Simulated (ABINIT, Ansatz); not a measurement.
An Ansatz (an electronic-structure program) input for a self-consistent single point of K (Im-3m, 1 atom in the cell) (DFT, PBE, plane waves, default PAW files):

Ansatz 0.2 input:
```yaml
crystal:
  lattice:
    - [-2.587200, 2.587200, 2.587200]
    - [2.587200, -2.587200, 2.587200]
    - [2.587200, 2.587200, -2.587200]
  atoms:
    - { symbol: K, position: [0.000000, 0.000000, 0.000000] }
kpoints:
  mp_grid: { grid: [9, 9, 9] }
hamiltonian:
  xc: pbe
  pseudopotentials: { kind: paw }
scf:
  occupations: { method: gaussian, width: 0.136 }
output:
  forces: true
  eigenvalues: true
  stress: true
```

**Question.** Translate this input to ABINIT.

**Answer.** This is the input that was run; spellings and numerical settings could be chosen otherwise.

```
# K, JTH v2.0 PBE PAW
pp_dirpath "./"
pseudos "K.GGA_PBE-JTH.xml"
acell 3*1.0 Angstrom
rprim
        -2.5872000000    2.5872000000    2.5872000000
         2.5872000000   -2.5872000000    2.5872000000
         2.5872000000    2.5872000000   -2.5872000000
natom 1
ntypat 1
znucl 19
typat 1
xcart
         0.0000000000    0.0000000000    0.0000000000
      Angstrom
ecut 571 eV
pawecutdg 1143 eV
pawxcdev 0
ixc 11
occopt 7
tsmear 0.00499791
nband 10
kptopt 1
ngkpt 9 9 9
nshiftk 1
shiftk 0 0 0
nstep 50
tolvrs 1.0e-11
prtwf 0
prtden 0
enunit 2
```

Basis, cutoffs, solver keys and any potentials are the target program's own. This input uses DFT, PBE, plane waves, PAW (JTH v2.0 PBE PAW). Both were run: pressure 0.25 GPa in Ansatz and 0.24 in ABINIT. Ansatz's pressure is the one without its finite-basis correction.

On ABINIT: the starting cell has typed, rounded lattice constants, without a prior relaxation at this level. For this run, on top of that: lattice scaled by 0.98.

On Ansatz: the starting cell has typed, rounded lattice constants, without a prior relaxation at this level. For this run, on top of that: lattice scaled by 0.98.
